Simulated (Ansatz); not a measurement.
The starting structures come from a database of crystals and need not be the phases stable at ambient conditions.

 Where the default PAW files enter, the runs use the earlier of Ansatz's two default sets.

Given:

```
CELL_PARAMETERS angstrom
      3.60017     0.00000     0.00000
      0.00000     5.22516     0.00000
      0.00000     0.00000     3.49216
ATOMIC_POSITIONS crystal
  Zr 0.00000 0.00000 0.00000
  Zr 0.50000 0.50000 0.50000
  O  0.50000 0.69823 0.00000
  O  0.50000 0.19823 0.00000
  O  0.00000 0.80177 0.50000
  O  0.00000 0.30177 0.50000
```

Space group of this cell: Pmmn. The cell is strained (lengths along the current scaled by 0.97, ions clamped); by r2SCAN its mean pressure is 8.5 GPa.

Transport runs along the normal of the first two printed cell vectors.

No gap correction and no spin-orbit coupling; mid-gap values are interpolated between computed energies.

### Question
State the band gap and the smallest decay constant κ at mid-gap according to Ansatz (a first-principles code) with r2SCAN.

### Answer
Gap 4.72 eV on a 8×6×10 mesh; κ = 0.401 1/Å, at the zone centre.
